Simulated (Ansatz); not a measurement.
Consider ZrO₂ (space group P4_2/nmc, No. 137).

Space group P4₂/nmc, origin choice 1 (No. 137); a = b = 3.584 Å, c = 5.177 Å, α = β = γ = 90.00°

| atom | site | symmetry | x | y | z |
|---|---|---|---|---|---|
| Zr | 2a | -4m2 | 0.0000 | 0.0000 | 0.0000 |
| O | 4d | 2mm. | 0.0000 | 0.5000 | 0.2015 |

The values are results of PBEsol, PAW, 420 eV (Ansatz, a program for electronic structure; no spin-orbit coupling), not measurements.

Base values:

The electron mass is 2.1 mₑ along c, 0.57 mₑ across (at Γ). The volume per atom comes out as 11.09 Å³.

The change: full substitution Zr → Hf; the structure is relaxed again.

Q: How does this affect the electron mass and volume per atom?

A: The electron mass goes from 2.1 mₑ along c, 0.57 mₑ across (at Γ) to 0.96 mₑ along c, 0.78 mₑ across (at Γ); the volume per atom decreases by 0.13 Å³, from 11.09 Å³ to 10.96 Å³.

Spin-orbit coupling, missing from the scalar runs, can matter with Hf. The levels and masses belong to the bands next to the band gap. Masses are band curvatures over ±0.01 Å⁻¹ around the edge. No phonon test of stability was made. This is not the structure that HfO2 has at room temperature and ambient pressure. This is not the structure that ZrO2 has at room temperature and ambient pressure.
